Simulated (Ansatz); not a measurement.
Abridged Ansatz (an electronic-structure program) output:

```
Relaxation: its limit of steps is 50 (relax.max_steps)
Pseudopotential: Co, paw, valence charge 17
Pseudopotential: Sn, paw, valence charge 14
Crystal: 6 atoms, lattice volume = 99.647 Å³
Basis set: ecut = 500 eV, 2583 PW (Γ), exchange–correlation on 160×160×128 points (64 copies of the dense FFT grid, shifted against one another)
Bands: 56, of which v1, the nominal top of the filled ones, is band 47 counted from 1 (46 counted from 0)
Symmetry: 8 space group operations
k-points: 186 of 1100
Functional: x = r2scan, c = r2scan; τ floored in thin density (d = 2e-4 eV/Å³)
SCF iter   1: F=—  HF=-33510.112732 eV  |F-HF|=—  |Δ(HF+E_count)|=         —  Δρ=2.59e-2  dr2=6.29e-1  dr2_τ=1.33e-1  ethr=1.77e-3  ⟨swp⟩=6.1  Hψ=39376  notcnv=0  defer=101
SCF iter   2: F=—  HF=-33510.305612 eV  |F-HF|=—  |Δ(HF+E_count)|=   1.93e-1  Δρ=3.38e-2  dr2=8.69e-1  dr2_τ=6.03e-3  ethr=6.77e-4  ⟨swp⟩=3.0  Hψ=17706  notcnv=0  defer=326
SCF 1 converged in 7 iterations: F = -33510.210941 eV  dr2 = 8.27e-8
relax step   1: F+E_penalty+E_count = -33510.21094128 eV  Δ(F+E_penalty+E_count) = +0.000e0 eV  max|allowed force component| = 4.106e-7 eV/Å  Δτ_max = 0.0000 Å  P = -0.001 GPa  Ω = 99.647 Å³  (7 SCF iters, dr2 threshold 1.00e-7 eV, accepted)
[... steps on the carried basis left out ...]
relax step   7: F+E_penalty+E_count = -33510.12472207 eV  Δ(F+E_penalty+E_count) = +8.200e-7 eV  max|allowed force component| = 2.883e-5 eV/Å  Δτ_max = 0.0000 Å  P = +2.667 GPa  Ω = 98.029 Å³  stress off target by 6.31e-4 GPa  SCF on the basis re-selected at this cell (its energy is not comparable with the rows above)  (5 SCF iters)
SCF converged after 5 iterations
Free energy (F): -33510.124722 eV
Internal energy: -33510.095084 eV  (E = F + TS)
E sigma→0 (E₀):  -33510.109903 eV
Entropy (-TS):   -0.029638 eV (-4.940 meV/atom)
Fermi energy:    15.379006 eV
--- Forces (eV/Å), atoms counted from 1 ---
  atom   1  Co     0.00000000     0.00000000     0.00000000
  atom   2  Co     0.00000000     0.00000000     0.00000000
  atom   3  Co     0.00000000     0.00000000     0.00000000
  atom   4  Sn    -0.00000000     0.00000000     0.00000000
  atom   5  Sn    -0.00000000     0.00002883     0.00000000
  atom   6  Sn     0.00000000    -0.00002883    -0.00000000
--- Stress (GPa, compression-positive) ---
        7.999369      -0.000000       0.000000
       -0.000000       0.000274      -0.000000
        0.000000      -0.000000       0.000198
  P = ⅓ Tr σ = 2.6666 GPa (26.666 kbar)
--- Relaxed structure (5 steps of the walk, 5 accepted, 2 SCFs on fresh bases) ---
  cell:  # Å, volume = 98.0292 Å³
    - [5.055267055282278, -1.2248253249677732e-33, 8.691789009677218e-18]
    - [-2.527633527641139, 4.604163770923351, -4.3458945048386106e-18]
    - [6.944541465867393e-18, -1.3917990275963955e-33, 4.211732346175246]
  atoms:
    - { symbol: Co, position: [0.5, 1.592291108461649e-20, 0.0] }
    - { symbol: Co, position: [0.5, 0.5, 0.0] }
    - { symbol: Co, position: [7.087415471553208e-37, 0.5, 0.0] }
    - { symbol: Sn, position: [7.961455542309155e-21, 1.5922911084616368e-20, 9.580737380444404e-37] }
    - { symbol: Sn, position: [0.3360915680506057, 0.6721831361012115, 0.49999999999999994] }
    - { symbol: Sn, position: [0.6639084319493944, 0.32781686389878856, 0.49999999999999994] }
```

Problem. What was computed, and what are the main results?

Solution. CoSn, 6 atoms in the cell, with Ansatz r2SCAN, no SOC, from a series relaxed to a target (uniaxial stress, 8 GPa compression along x). The last SCF converged to F = -33510.124722 eV, or -5585.0208 eV per atom. The total energy compares only with runs of the same code, potentials and settings.

Without a gap, meshes like the base's 10×10×11 leave anisotropic stresses uncertain by several tenths of a GPa, and small strain energies with them. Load acts through the strain it causes; cell and atoms are relaxed under it. Beyond what the load breaks, stability against distortions was not tested. All final runs are without spin polarisation. The cell was made from CoSn (space group P6/mmm, No. 191; non-magnetic) by this change: uniaxial stress, 8 GPa compression along x.

Keys are those of Ansatz 0.2.
